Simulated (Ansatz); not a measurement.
## Carrier properties of BP (F-43m)

Data:

```xyz
2
Lattice="0.0000 2.2682 2.2682 2.2682 0.0000 2.2682 2.2682 2.2682 0.0000" Properties=species:S:1:pos:R:3 pbc="T T T"
B      0.0000     0.0000     0.0000
P      1.1341     1.1341     1.1341
```

All values below come from r2SCAN with spin-orbit coupling, rigid bands (plane waves, PAW; Ansatz, a quantum-chemistry and plane-wave program). How the cell was made: cell and atoms relaxed with r2SCAN.

```json
{
 "band_gap": "1.40 eV",
 "electron conductivity mass (300 K, dilute)": "0.32 mₑ",
 "hole conductivity mass (300 K, dilute)": "0.40 mₑ",
 "effective density of states N_c (300 K)": "4.0e19 cm⁻³",
 "effective density of states N_v (300 K)": "2.3e19 cm⁻³",
 "density_of_states_mass_electrons": "1.37 mₑ",
 "density_of_states_mass_holes": "0.94 mₑ",
 "Seebeck coefficient, n-type 1e19 cm⁻³, 300 K": "-336 μV/K",
 "best n-type power factor at 300 K for τ = 10 fs (best axis; densities from 1e16 to 1e21 cm⁻³ tried, whether or not they can be reached)": "20 μW/(cm·K²) at 1e20 cm⁻³",
 "Seebeck coefficient, p-type 1e19 cm⁻³, 300 K": "317 μV/K",
 "best p-type power factor at 300 K for τ = 10 fs (best axis; densities from 1e16 to 1e21 cm⁻³ tried, whether or not they can be reached)": "14.4 μW/(cm·K²) at 1e20 cm⁻³"
}
```

Rigid bands; masses and Seebeck coefficients take one relaxation time τ for all states and one kind of carrier; polarons and phonon drag are left out.
